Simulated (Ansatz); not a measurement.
```
CELL_PARAMETERS angstrom
      3.98414     0.00000     0.00000
     -1.99207     3.45037     0.00000
      0.00000     0.00000     6.34768
ATOMIC_POSITIONS crystal
  In 0.00000 0.00000 0.90338
  Se 0.66667 0.33333 0.69798
  I  0.33333 0.66667 0.21795
```

The cell was generated from a structure type, relaxed within its symmetry, and need not be the phase found at ambient conditions. Spin-orbit coupling is not included.

Problem. Give the diagonal Born effective charges atom by atom and the electronic dielectric tensor from linear response, LDA density-functional theory in Ansatz (plane waves, PAW).

Solution. 
```tsv
atom	Z*xx	Z*yy	Z*zz
In1	4.03	4.03	2.23
Se2	-2.41	-2.41	-0.95
I3	-1.62	-1.62	-1.29
```

ε∞ diagonal: 8.9, 8.9, 7.8. The k mesh is 7×7×4. The program warned that the k mesh resolves the field response only roughly, so the permittivities and charges are not converged. Away from Γ the polar cell without biaxial strain shows no imaginary mode on a 2×2×2 mesh.

The PAW data sets were generated under PBE and serve the other functionals too.

Ansatz is a program for electronic structure.
